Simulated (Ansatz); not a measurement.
```
CELL_PARAMETERS angstrom
     11.00000     0.00000     0.00000
      0.00000    11.00000     0.00000
      0.00000     0.00000     5.69093
ATOMIC_POSITIONS crystal
  Ba 0.50000 0.50000 0.00000
  S  0.50000 0.50000 0.50000
```

The numbers are results of PBE (plane waves to 420 eV, PAW; Ansatz, a first-principles code), not measurements. Mesh 1×1×54. No spin polarisation. Isolated but for its images some 11 Å away. A hypothetical model. It keeps the symmetry and period of its start, so it need not be a minimum against all distortions. Pairing along the axis, which can open a gap, is among the distortions not tried.

### Question
Tabulate the two highest filled and two lowest empty levels along the axis, from the valence top.

### Answer
```csv
k (2π/c),v2 (eV),v1 (eV),c1 (eV),c2 (eV)
0.000,-0.70,0.00,1.39,–
0.042,-0.70,-0.04,1.40,–
0.083,-0.73,-0.17,1.42,–
0.125,-0.76,-0.37,1.45,–
0.167,-0.81,-0.61,1.49,–
0.208,-0.86,-0.86,1.54,–
0.250,-0.91,-0.91,1.59,–
0.292,-0.96,-0.96,1.66,–
0.333,-1.00,-1.00,1.72,–
0.375,-1.04,-1.04,1.78,–
0.417,-1.06,-1.06,1.84,–
0.458,-1.08,-1.08,1.87,–
0.500,-1.08,-1.08,1.89,–
```
A dash stands for levels within 1 eV of the vacuum level or above it.
